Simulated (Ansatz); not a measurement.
Input:

```
CELL_PARAMETERS angstrom
      3.79880     0.00000     0.00000
     -1.89940     3.28986     0.00000
      0.00000     0.00000    19.09986
ATOMIC_POSITIONS crystal
  Zr 0.00000 0.00000 0.50000
  Se 0.33333 0.66667 0.58285
  Se 0.66667 0.33333 0.41715
```

Method: HSE06, rigid bands (plane waves, PAW, scalar-relativistic; Ansatz, a quantum-chemistry and plane-wave program). How the cell was made: cell and atoms relaxed with PBE.

What conductivity effective mass do dilute electrons have at 300 K?

0.39 mₑ.

And the band gap?

1.16 eV at this level.

Rigid bands, one relaxation time for all states, no polarons. Spin-orbit coupling is left out; where it splits the top of the valence band it changes the hole mass and lowers the gap by about a third of the splitting. Geometry: cell and atoms relaxed with PBE.

Model free-standing layer, not matched to a measured one here: monolayer ZrSe2.
